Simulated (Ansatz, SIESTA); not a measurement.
**BaB₂Rh₂ (P1, 5 atoms in the cell) computed with different codes at matched settings**

Self-consistent single point, at a second geometry (atoms moved at random). First geometry:

```xyz
5
Lattice="-1.9844 1.9844 5.8204 1.9844 -1.9844 5.8204 1.9844 1.9844 -5.8204" Properties=species:S:1:pos:R:3 pbc="T T T"
Ba     0.0000     0.0000     0.0000
B      0.0000     0.0000     7.9530
B      0.0000     0.0000     3.6878
Rh     0.0000     1.9844     2.9102
Rh     1.9844     0.0000     2.9102
```

Second geometry:
```yaml
crystal:
  lattice:
    - [-1.98441, 1.98441, 5.82040]
    - [1.98441, -1.98441, 5.82040]
    - [1.98441, 1.98441, -5.82040]
  atoms:
    - { symbol: Ba, position: [0.00392, 0.97617, 0.98384] }
    - { symbol: B, position: [0.67971, 0.70398, 0.00582] }
    - { symbol: B, position: [0.30936, 0.31977, 0.00033] }
    - { symbol: Rh, position: [0.75516, 0.24577, 0.50538] }
    - { symbol: Rh, position: [0.25184, 0.75431, 0.50463] }
```

Shared settings, as Ansatz (a program for electronic structure) writes them: kpoints.mp_grid.grid = 9 9 9; scf.occupations.method = gaussian; scf.occupations.width = 0.0073 Ry. Potentials and cutoffs stand in the table.

| code | model | ΔF from the first geometry (meV/atom) | pressure (GPa) | largest force (eV/Å) | cutoff |
|---|---|---|---|---|---|
| Ansatz | LDA (PW92), PAW files made with PBE | 3.3 | -9.21 | 0.885 | default |
| SIESTA | LDA PW92, numerical atomic orbitals DZP, PseudoDojo LDA standard norm-conserving potentials (rewritten from UPF to PSML) | 13.4 | -5.33 | 0.955 | grid 400 Ry |

Size of the force on each atom (eV/Å): Sizes of forces hide their directions.

| code | Ba1 | B2 | B3 | Rh4 | Rh5 |
|---|---|---|---|---|---|
| Ansatz | 0.161 | 0.687 | 0.401 | 0.885 | 0.127 |
| SIESTA | 0.229 | 0.899 | 0.352 | 0.955 | 0.187 |

On Ansatz's run: spin polarisation is off.

The spread over the programs that give each value: ΔF from the first geometry within 10.1 meV/atom; pressure within 3.88 GPa; largest force within 0.070 eV/Å.

SIESTA uses small atom-centred bases, whose incompleteness enters pressures, forces and empty levels differently from a plane-wave cutoff. Ansatz's pressure is given at a fixed set of plane waves, as the other plane-wave codes print theirs; with its correction for the finite basis it is -9.13 GPa.

The starting cell comes from a database of computed structures (which also holds hypothetical and non-ambient phases and stackings), without a prior relaxation at this level. Its lattice was rescaled by a random factor within 2.5 % of one. For this run, on top of that: atoms moved at random.

Keys are those of Ansatz 0.2.
